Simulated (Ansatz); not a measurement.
We consider CsCl-type FeAl, described by r²SCAN (Ansatz, a quantum-chemistry and plane-wave program, PAW).

Numerical settings: plane-wave cutoff 560 eV, 18×18×18 k mesh, Fermi–Dirac smearing 0.05 eV, no spin polarisation, scalar-relativistic PAW data made under PBE.

Computed at the level's own relaxed cell.

Problem. What does this level give for the equilibrium volume per atom, bulk modulus, lattice constant a and pressure derivative B′ of the bulk modulus?

Solution. 
- equilibrium volume per atom = 11.49 Å³/atom
- bulk modulus = 197 GPa
- lattice constant a = 2.843 Å
- pressure derivative B′ of the bulk modulus = 4.2

The run finds no gap.

Measured, for comparison: equilibrium volume per atom 12.32 Å³/atom, lattice constant a 2.910 Å (room temperature, no zero-point or thermal correction; as tabulated in Liu et al. (2023), doi:10.1107/s2414314623010659); bulk modulus 152 GPa (room temperature, no zero-point or thermal correction; as tabulated in Yamada et al. (2019), arXiv:1910.09660). Computed (rounded) less measured: equilibrium volume per atom -6.7 %, bulk modulus +30 %, lattice constant a -2.3 %.
